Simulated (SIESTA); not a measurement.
SIESTA run on ZrRh₃ (Pm-3m, 4 atoms in the cell): relaxation of cell and atoms.

Computed with LDA PW92, numerical atomic orbitals DZP, PseudoDojo LDA standard norm-conserving potentials (rewritten from UPF to PSML) (SIESTA).

```
CELL_PARAMETERS angstrom
      3.93411     0.00000     0.00000
      0.00000     3.93411     0.00000
      0.00000     0.00000     3.93411
ATOMIC_POSITIONS crystal
  Zr 0.00000 0.00000 0.00000
  Rh 0.50000 0.50000 0.00000
  Rh 0.00000 0.50000 0.50000
  Rh 0.50000 0.00000 0.50000
```

Reference input (self-consistent single point, DFT, LDA PW92, numerical atomic orbitals DZP, PseudoDojo LDA standard norm-conserving potentials (rewritten from UPF to PSML)): XC.functional = LDA; XC.authors = PW92; potentials = PseudoDojo LDA standard; PAO.BasisSize = DZP; PAO.EnergyShift = 0.005 Ry; MeshCutoff = 300 Ry; kgrid.MonkhorstPack = 6 6 6; OccupationFunction = FD; ElectronicTemperature = 580.23 K; MaxSCFIterations = 150; SCF.Mixer.Method = Pulay; SCF.Mixer.Weight = 0.1. This run's input differs from it in these lines:

```diff
@@ -43,2 +43,7 @@
 Diag.ParallelOverK           true
+MD.TypeOfRun                 FIRE
+MD.Steps                     40
+MD.MaxForceTol               0.02 eV/Ang
+MD.VariableCell              true
+MD.MaxStressTol              0.05 GPa
 WriteForces                  true
```

Log, with long lists cut:

```
        iscf     Eharris(eV)        E_KS(eV)     FreeEng(eV)     dDmax    Ef(eV) dHmax(eV)
   scf:    1   -10859.516668   -10935.815258   -10935.836609  1.199176 -3.910341 14.118378
   scf:    2   -10963.285909   -10952.342990   -10952.366054  0.439425 -4.644438  7.274094
   scf:    3   -10957.950524   -10956.679477   -10956.708512  0.365406 -5.133828  3.713960
   scf:    4   -10957.806507   -10957.333599   -10957.361840  0.182456 -5.397827  0.940468
   scf:    5   -10957.416803   -10957.379852   -10957.407970  0.039042 -5.464834  0.403977
   [... 3 lines left out ...]
   scf:    9   -10957.392693   -10957.391147   -10957.419070  0.012870 -5.532436  0.011536
   scf:   10   -10957.391101   -10957.391131   -10957.419075  0.000509 -5.532638  0.006118
   scf:   11   -10957.391167   -10957.391150   -10957.419077  0.000168 -5.532556  0.000146
   scf:   12   -10957.391150   -10957.391150   -10957.419077  0.000005 -5.532557  0.000024
SCF Convergence by DM+H criterion
max |DM_out - DM_in|         :     0.0000054896
max |H_out - H_in|      (eV) :     0.0000239576
SCF cycle converged after 12 iterations

Using DM_out to compute the final energy and forces

siesta: E_KS(eV) =           -10957.3911

siesta: E_KS - E_eggbox =    -10957.3911

siesta: Atomic forces (eV/Ang):
     1    0.000000    0.000000    0.000000
   [... lines left out ...]
siesta: Pressure (static):        -92.13695592  kBar
siesta: Pressure (total):        -92.13695592  kBar
No target stress found, assuming hydrostatic MD.TargetPressure.
Target stress (kBar)
outcell: Cell volume (Ang**3)        :     58.6069
        iscf     Eharris(eV)        E_KS(eV)     FreeEng(eV)     dDmax    Ef(eV) dHmax(eV)
siesta: Pressure (static):          1.14983309  kBar
siesta: Pressure (total):          1.14983309  kBar
   [... lines left out ...]
outcell: Cell angles (23,13,12) (deg):     90.0000     90.0000     90.0000
outcell: Cell volume (Ang**3)        :     58.6069

siesta: Program's energy decomposition (eV):
siesta: FreeEng =    -10957.486623

siesta: Stress tensor (static) (eV/Ang**3):
siesta:    -0.000718    0.000000   -0.000000
siesta:     0.000000   -0.000718    0.000000
siesta:    -0.000000   -0.000000   -0.000718

siesta: Constrained stress tensor (static) (eV/Ang**3):
siesta:    -0.000718    0.000000   -0.000000
siesta:     0.000000   -0.000718    0.000000
siesta:    -0.000000    0.000000   -0.000718

siesta: Cell volume =         58.606924 Ang**3

siesta: Pressure (static):
siesta:                Solid            Molecule  Units
siesta:           0.00000782          0.00000782  Ry/Bohr**3
siesta:           0.00071767          0.00071767  eV/Ang**3
siesta:           1.14983309          1.14983987  kBar
```

The relaxation ended unconverged. 

The starting cell comes from a database of computed structures (which also holds hypothetical and non-ambient phases and stackings), without a prior relaxation at this level. Values carry the incompleteness of an atom-centred basis.

Cost on one core of a shared machine: roughly 10 min.
